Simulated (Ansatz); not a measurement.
The starting structures come from a database of crystals and need not be the phases stable at ambient conditions.

 Where the default PAW files enter, the runs use the earlier of Ansatz's two default sets.

Consider the following.

```xyz
4
Lattice="3.9093 0.0000 0.0000 0.0000 3.9093 0.0000 0.0000 0.0000 5.5221" Properties=species:S:1:pos:R:3 pbc="T T T"
Zn     1.9546     0.0000     4.2137
Zn     0.0000     1.9546     1.3084
Se     0.0000     0.0000     2.7611
S      1.9546     1.9546     0.0000
```

Space group of this cell: P-4m2. The cell is taken as given.

The current runs along the normal of the first two printed vectors, the (001) plane. All runs by Ansatz (a first-principles code), plane waves and PAW, without spin-orbit coupling; the base is r2SCAN.

```tsv
run	mean pressure (GPa)	gap (eV)	mid-gap κ (1/Å)
base	0.1	2.16	0.153
all lengths scaled by 0.98	5.0	2.41	0.167
all lengths scaled by 1.02	-3.7	___	___
lda in place of r2scan	-3.6	1.37	0.105
lengths across the current scaled by 0.98, ions clamped	3.2	___	___
lengths across the current scaled by 1.02, ions clamped	-2.6	2.02	0.143
lengths along the current scaled by 0.97, ions clamped	2.4	2.28	0.158
lengths along the current scaled by 1.03, ions clamped	-1.9	___	___
pbesol in place of r2scan	-1.2	1.49	0.113
```

### Question
What belongs in the gaps?

### Answer

- all lengths scaled by 1.02, gap (eV): 1.92
- all lengths scaled by 1.02, mid-gap κ (1/Å): 0.140
- lengths across the current scaled by 0.98, ions clamped, gap (eV): 2.30
- lengths across the current scaled by 0.98, ions clamped, mid-gap κ (1/Å): 0.164
- lengths along the current scaled by 1.03, ions clamped, gap (eV): 1.99
- lengths along the current scaled by 1.03, ions clamped, mid-gap κ (1/Å): 0.148
